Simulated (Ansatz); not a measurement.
**What biaxial strain +1.58 %, plane normal [001], relaxed out of plane does to hypothetical fluorite ZrS2**

Start from ZrS₂ in the fluorite structure (space group Fm-3m, No. 225; a = 6.256 Å; a hypothetical phase, not in the database extracts checked). Axes: x, y, z lie along the cube axes.

Now apply this change: tensile biaxial strain of 1.58 % in the plane normal to [001], as in epitaxy on a mismatched substrate; the out-of-plane cell vector and the atoms relax.

Computed with Ansatz (an electronic-structure program) r2SCAN, no spin-orbit coupling. Γ-centred 9×9×9 mesh, Fermi–Dirac width 0.05 eV.

The space group goes from Fm-3m (No. 225) to I4/mmm (No. 139) and the shortest interatomic distance grows by 0.023 Å, from 2.709 Å to 2.732 Å. The energy grows by 8.2 meV/atom and the pressure (mean of the normal stresses, compression positive) goes from zero to -2.7 GPa. The band gap changes from 0.13 eV to zero and the out-of-plane strain is -0.61 % (rough).

A case with no gap was solved on a k-mesh chosen for an insulator, which is coarse for it. Without a gap, meshes like the base's 9×9×9 leave anisotropic stresses uncertain by several tenths of a GPa, and small strain energies with them. Stability against distortions was not tested. The final runs are not spin-polarised. The zero or small gap of ZrS2 can change with the level of theory.
